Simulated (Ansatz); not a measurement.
Results of PBEsol (Ansatz, a program for electronic structure, PAW) for K₂SO₄ (Pnma, No. 62).

Settings: plane-wave cutoff 520 eV, 6×6×4 k mesh (along the axes of the cell as run), Fermi–Dirac smearing 0.01 eV, scalar-relativistic PAW data made under PBE.

Cell (relaxed at this level):

```
K2O4S
1.0
    5.74678     0.00000     0.00000
    0.00000     7.45031     0.00000
    0.00000     0.00000    10.05162
K S O
8 4 16
Direct
  0.25000   0.67072   0.58691
  0.75000   0.32928   0.41309
  0.75000   0.82928   0.08691
  0.25000   0.17072   0.91309
  0.25000   0.99117   0.29874
  0.75000   0.00883   0.70126
  0.75000   0.50883   0.79874
  0.25000   0.49117   0.20126
  0.25000   0.23121   0.58033
  0.75000   0.76879   0.41967
  0.75000   0.26879   0.08033
  0.25000   0.73121   0.91967
  0.25000   0.03201   0.58102
  0.75000   0.96799   0.41898
  0.75000   0.46799   0.08102
  0.25000   0.53201   0.91898
  0.25000   0.30087   0.44054
  0.75000   0.69913   0.55946
  0.75000   0.19913   0.94054
  0.25000   0.80087   0.05946
  0.03782   0.29961   0.64968
  0.46218   0.29961   0.64968
  0.53782   0.70039   0.35032
  0.53782   0.20039   0.14968
  0.46218   0.79961   0.85032
  0.03782   0.79961   0.85032
  0.96218   0.20039   0.14968
  0.96218   0.70039   0.35032
```

Give the computed bulk modulus B0, band gap and pressure derivative B′ of the bulk modulus.


bulk modulus B0: 30.4 GPa
band gap: 5.42 eV (direct)
pressure derivative B′ of the bulk modulus: 6.2

Note: the relaxation could not lower the start's symmetry, so the cell can be a saddle point above a distorted one; the bulk modulus comes from volumes at which shape and atoms were relaxed.

Static lattice: no zero-point or thermal effects.

The result took roughly 2.2 core-hours.
